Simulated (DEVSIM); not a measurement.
Device: abrupt GaAs p-n junction, at 400 K.

Layer 1 from the left is GaAs, thickness (μm) 13.0, Na (cm⁻³) 2.4e16, τn (s) 1.9e-9, τp (s) 1.9e-9. Layer 2 from the left is GaAs, thickness (μm) 4.90, Nd (cm⁻³) 8.5e16, τn (s) 1.9e-9, τp (s) 1.9e-9.

Left contact: ohmic. Right contact: ohmic. Voltage is applied to the left contact. Recombination: SRH at mid-gap. Mobility is constant in doping.

The device is made up for the run: typed textbook-type constants, with dimensions and the other settings drawn at random. Values at 300 K; Nc and Nv go as T^1.5, mobilities as T to minus their exponent, the gap by Varshni's rule with the affinity fixed.

GaAs: gap (eV) 1.424, affinity (eV) 4.07, permittivity 12.9, Nc (cm⁻³) 4.7e17, Nv (cm⁻³) 9e18, μn (cm²/Vs) 8500, μp (cm²/Vs) 400, T exponent of μn 2.1, T exponent of μp 2.2, Varshni α (eV/K) 0.000541, Varshni β (K) 204.

Model (solved in DEVSIM): 1D drift-diffusion, Boltzmann statistics, complete ionisation; no tunnelling, impact ionisation, image-force lowering or self-heating.

**Question.** What does the simulation give for the dark forward voltage at 1 A/cm², the potential step across the device at zero bias, the largest field in the device at zero bias?

**Answer.** dark forward voltage at 1 A/cm² 0.792 V; potential step across the device at zero bias 1.084 V; largest field in the device at zero bias 73000 V/cm.
